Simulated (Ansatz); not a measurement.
Input:

```yaml
crystal:
  lattice:
    - [2.54808, 1.47113, 4.57348]
    - [-2.54808, 1.47113, 4.57348]
    - [0.00000, -2.94226, 4.57348]
  atoms:
    - { symbol: Li, position: [0.28105, 0.28105, 0.28105] }
    - { symbol: Li, position: [0.78105, 0.78105, 0.78105] }
    - { symbol: Nb, position: [0.99826, 0.99826, 0.99826] }
    - { symbol: Nb, position: [0.49826, 0.49826, 0.49826] }
    - { symbol: O, position: [0.10570, 0.36478, 0.71731] }
    - { symbol: O, position: [0.71731, 0.10570, 0.36478] }
    - { symbol: O, position: [0.36478, 0.71731, 0.10570] }
    - { symbol: O, position: [0.21731, 0.86478, 0.60570] }
    - { symbol: O, position: [0.86478, 0.60570, 0.21731] }
    - { symbol: O, position: [0.60570, 0.21731, 0.86478] }
```

No spin polarisation.

All numbers come from PBEsol in Ansatz (plane waves to 420 eV, PAW, without spin-orbit coupling). Settings: 8×8×8 k-points, 0.05 eV Fermi–Dirac smearing.

### Question
Predict the pressure and space group.

### Answer
The pressure (mean of the normal stresses, compression positive) is 2.73 GPa and the space group is R3c (No. 161).

The cells carry an imposed strain or load. No phonon test of stability was made. The cell was made from LiNbO3 (space group R3c, No. 161) by this change: isotropic strain −0.75 %.

Ansatz is a quantum-chemistry and plane-wave program.
